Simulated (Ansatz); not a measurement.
**SiC under a change: uniaxial strain ε_zz = +1.50 %**

The reference is SiC (space group P6_3mc, No. 186; a = 3.058 Å, c = 10.012 Å). Axes: x lies along a and z along c of the hexagonal cell.

The change: uniaxial strain ε_zz = +1.50 %, all other strain components held at zero; the atoms relax in the strained cell.

Method: Ansatz (an electronic-structure program) LDA, scalar-relativistic without spin-orbit coupling. Settings: 12×12×4 k-points, 0.05 eV Fermi–Dirac smearing.

```tsv
quantity	base	changed	shift
space group	P6_3mc (No. 186)	P6_3mc (No. 186)	–
shortest interatomic distance	1.871 Å	1.877 Å	+0.006 Å
energy relative to the base (free energy F)	0 meV/atom	+3.9 meV/atom	+3.9 meV/atom
pressure (mean of the normal stresses, compression positive)	0.0 kbar	-32.8 kbar	-32.8 kbar
band gap	2.18 eV	2.08 eV	-0.10 eV
gap character	indirect, Γ → M	indirect, Γ → M	–
smallest direct gap	3.31 eV	3.25 eV	-0.06 eV
electron mass	–	0.54 mₑ along k, 0.29 mₑ across (at M)	–
valence-band top at Γ (three highest levels, from the VBM)	0.00, 0.00, -0.05 eV	0.00, 0.00, -0.20 eV	–
stress (xx, yy, zz, yz, xz, xy; compression positive)	–	(-0.83, -0.83, -8.19, 0.00, 0.00, 0.00) GPa	–
```

Cost of the whole job for the changed cell (relaxation, final SCF and bands): around 30 core-seconds (rough).

Masses are band curvatures over ±0.01 Å⁻¹ around the edge. Along k means along the line from Γ to the band edge. No phonon test of stability was made.
